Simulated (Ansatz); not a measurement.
Reference: Re (P6_3/mmc), PBEsol, DFPT electron-phonon coupling, linearised Boltzmann equation (plane waves, PAW, scalar-relativistic; Ansatz, a program for electronic structure); axes and stresses refer to this cell.

```
Re
1.0
    2.74906     0.00000     0.00000
   -1.37453     2.38075     0.00000
    0.00000     0.00000     4.44852
Re
2
Direct
  0.33333   0.66667   0.25000
  0.66667   0.33333   0.75000
```

The resistivity at 300 K is 12.6 μΩ·cm and the electron-phonon coupling λ is 0.68. The logarithmic mean phonon energy is 15.4 meV.

Change: functional LDA. What happens to resistivity at 300 K, electron-phonon coupling λ, logarithmic mean phonon energy?

resistivity at 300 K goes to 12.0 μΩ·cm, a move of 5 % that is no larger than the two runs' mesh errors together; electron-phonon coupling λ moves little, to 0.68; logarithmic mean phonon energy moves little, to 15.6 meV.

Change: hydrostatic pressure 5 GPa. What happens to resistivity at 300 K, electron-phonon coupling λ, logarithmic mean phonon energy?

resistivity at 300 K decreases to 11.7 μΩ·cm; electron-phonon coupling λ decreases to 0.65; logarithmic mean phonon energy increases to 16.0 meV.

Metals; harmonic phonons alone scatter; means over directions. Halving the electron mesh moves these values by up to 4 %; q meshes are mostly untested. Spin-orbit coupling is left out unless a row names it. Stresses and pressures are the targets of the relaxation.  The structure type is held under load, also where the real crystal would transform.
